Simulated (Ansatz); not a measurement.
The reference is BeTe in the zinc blende structure (space group F-43m, No. 216).

```
BeTe
1.0
    0.00000     2.77712     2.77712
    2.77712     0.00000     2.77712
    2.77712     2.77712     0.00000
Be Te
1 1
Direct
  0.00000   0.00000   0.00000
  0.25000   0.25000   0.25000
```

All numbers come from plane-wave PAW DFT at the LDA level (Ansatz, a first-principles code, 420 eV), without spin-orbit coupling.

Base values:

- Hole mass = 0.20, 0.32, 0.32 mₑ (at Γ)
- Density = 5.30 g/cm³
- Band gap = 1.79 eV

The change: cell and atoms relaxed at a pressure of 9 GPa.

Estimate the effect on the hole mass, density and band gap.

The hole mass (degenerate bands, along [100]) goes from 0.20, 0.32, 0.32 mₑ (at Γ) to 0.22, 0.27, 0.27 mₑ (at Γ); the density rises by 0.63 g/cm³ (5.30 g/cm³ → 5.93 g/cm³); the band gap falls by 0.30 eV to 1.49 eV.

With Te present, leaving out spin-orbit coupling can change the band edges. Load acts through the strain it causes; cell and atoms are relaxed under it. Effective masses come from finite differences of ±0.01 Å⁻¹. Stability against distortions was not tested. Competing high-pressure phases were not computed.
